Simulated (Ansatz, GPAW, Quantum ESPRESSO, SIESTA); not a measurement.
One structure in several programs: ScGa5Fe (P1, 7 atoms in the cell)

Self-consistent single point, at a second geometry (atoms moved at random). First geometry:

```xyz
7
Lattice="4.1175 0.0000 0.0000 0.0000 4.1175 0.0000 0.0000 0.0000 6.6047" Properties=species:S:1:pos:R:3 pbc="T T T"
Sc     0.0000     0.0000     0.0000
Ga     0.0000     2.0587     2.0213
Ga     0.0000     2.0587     4.5834
Ga     2.0587     0.0000     2.0213
Ga     2.0587     0.0000     4.5834
Ga     2.0587     2.0587     0.0000
Fe     0.0000     0.0000     3.3024
```

Second geometry:
```xyz
7
Lattice="4.1175 0.0000 0.0000 0.0000 4.1175 0.0000 0.0000 0.0000 6.6047" Properties=species:S:1:pos:R:3 pbc="T T T"
Sc     0.0008    -0.0148    -0.0251
Ga    -0.0027     2.0345     2.0608
Ga     0.0056     2.0685     4.5771
Ga     2.0325    -0.0821     2.0589
Ga     2.0470     0.1035     4.5526
Ga     2.0726     2.0429    -0.0584
Fe     0.0204     0.0237     3.3460
```

Shared settings, as Ansatz (an electronic-structure program) writes them: kpoints.mp_grid.grid = 5 5 3; scf.occupations.method = gaussian; scf.occupations.width = 0.2 eV. Potentials and cutoffs stand in the table.

```tsv
code	model	ΔF from the first geometry (meV/atom)	pressure (GPa)	largest force (eV/Å)	cutoff
GPAW	PBEsol, GPAW PAW datasets PBEsol (made by gpaw-setup)	15.1	-0.20	0.758	850 eV
Ansatz	PBEsol, PAW files made with PBE	13.0	-1.20	0.725	420 eV
Quantum ESPRESSO	PBEsol, PseudoDojo standard norm-conserving (PBESOL) pseudopotentials	13.1	-1.02	0.725	90 Ry
SIESTA	GGA PBEsol, numerical atomic orbitals DZP, PseudoDojo PBEsol standard norm-conserving potentials (rewritten from UPF to PSML)	16.3	0.10	0.801	grid 400 Ry
```

Size of the force on each atom (eV/Å): Sizes of forces hide their directions.

```
code                Sc1    Ga2    Ga3    Ga4    Ga5    Ga6    Fe7
----------------  -----  -----  -----  -----  -----  -----  -----
GPAW              0.260  0.606  0.525  0.749  0.749  0.332  0.758
Ansatz            0.256  0.502  0.422  0.642  0.645  0.300  0.725
Quantum ESPRESSO  0.257  0.509  0.428  0.649  0.652  0.302  0.725
SIESTA            0.277  0.658  0.563  0.801  0.781  0.376  0.765
```

On Ansatz's run: spin polarisation is off.

The spread over the programs that give each value: ΔF from the first geometry within 3.3 meV/atom; pressure within 1.30 GPa; largest force within 0.076 eV/Å.

SIESTA uses small atom-centred bases, whose incompleteness enters pressures, forces and empty levels differently from a plane-wave cutoff. Ansatz's pressure is given at a fixed set of plane waves, as the other plane-wave codes print theirs; with its correction for the finite basis it is -1.15 GPa. In the pressure, SIESTA (by 1.12) lies more than 1 GPa from the median of the plane-wave programs. In the force vectors, GPAW (by 0.109) and SIESTA (by 0.159) lie more than 0.08 eV/Å from the median of the plane-wave programs.

The starting cell comes from a database of computed structures (which also holds hypothetical and non-ambient phases and stackings), without a prior relaxation at this level. Its lattice was rescaled by a random factor within 2.5 % of one. For this run, on top of that: atoms moved at random.

Left out of this page: CP2K (unsound by tests on forces, stress, charge or solver warnings); FLEUR (with a known weakness of the program).

Keys are those of Ansatz 0.2.
